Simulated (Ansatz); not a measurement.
## metastable zinc-blende GaN: the defect Ge on the Ga site

The numbers are results of PBE, PAW (plane waves to 420 eV; Ansatz, an electronic-structure program), not measurements. A 2×2×2 supercell of 64 sites was used; the energies come from a 2×2×2 shifted sampling of its zone. Site at the start: the Ga site. Finite-size correction: monopole term and site-potential alignment. Dielectric constants: PBE linear response of the host. Host gap at this level: 1.54 eV. A cell of this size leaves errors of a few tenths of an eV. PBE underestimates the host's gap, which shifts levels and can delocalise carriers. Spin–orbit coupling is left out. Each state is the lowest found from its start.

Formation energies E_f are given with the Fermi level at the valence-band maximum. Chemical conditions: N-rich (Δμ(Ga) = -0.87 eV, Δμ(Ge) = -0.009 eV, bounded by Ge3N4 (P31c); only phases computed here count, gases as isolated molecules at 0 K). Reference phases: Ga: alpha gallium, Ge: germanium.

```json
[
 {"charge": "+1", "moment (μB)": "not spin-polarised", "largest move off a lattice site (Å)": "0.06", "image correction with alignment (eV)": "0.22", "E_f, N-rich (eV)": "-1.44"},
 {"charge": "0*", "moment (μB)": "fractional", "largest move off a lattice site (Å)": "0.06", "image correction with alignment (eV)": "–", "E_f, N-rich (eV)": "–"},
 {"charge": "−1*", "moment (μB)": "not spin-polarised", "largest move off a lattice site (Å)": "0.05", "image correction with alignment (eV)": "–", "E_f, N-rich (eV)": "–"}
]
```

* At this level the carrier isn't localised at the defect: at charge 0 electrons occupy the conduction band; at charge −1 electrons occupy the conduction band. Such a state is shallow or no state of the defect, and this cell gives it no level.

No other site or start that was run ended lower by more than 0.1 eV.
